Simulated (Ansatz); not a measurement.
**Pressure series in Ca3P2**

The reference is Ca3P2 (space group Pm-3m, No. 221; a cell from a computed database, its experimental status unchecked).

```xyz
5
Lattice="5.2421 0.0000 0.0000 0.0000 5.2421 0.0000 0.0000 0.0000 5.2421" Properties=species:S:1:pos:R:3 pbc="T T T"
Ca     0.0000     2.6210     2.6210
Ca     2.6210     0.0000     2.6210
Ca     2.6210     2.6210     0.0000
P      0.0000     0.0000     0.0000
P      2.6210     2.6210     2.6210
```

Cell and atoms are relaxed at each pressure.

Levels (all Ansatz, a first-principles code, PAW): PBEsol (420 eV, no SOC); HSE06 (420 eV, no SOC).

Band gaps by level, all at the geometries relaxed with PBEsol:

```csv
case,PBEsol,HSE06
base,0.38 eV,1.00 eV
pressure −2 GPa,0.26 eV,0.84 eV
pressure −1 GPa,0.32 eV,0.92 eV
pressure 0.3 GPa,0.40 eV,1.03 eV
pressure 0.7 GPa,0.42 eV,1.06 eV
pressure 3 GPa,0.53 eV,1.20 eV
pressure 5 GPa,0.62 eV,1.32 eV
pressure 7.5 GPa,0.71 eV,1.44 eV
```

Single points use the geometry relaxed with PBEsol. Load acts through the strain it causes; cell and atoms are relaxed under it. Stability against distortions was not tested. No other phases were tried under pressure. The zero or small gap of Ca3P2 under pressure −2 GPa can change with the level of theory.
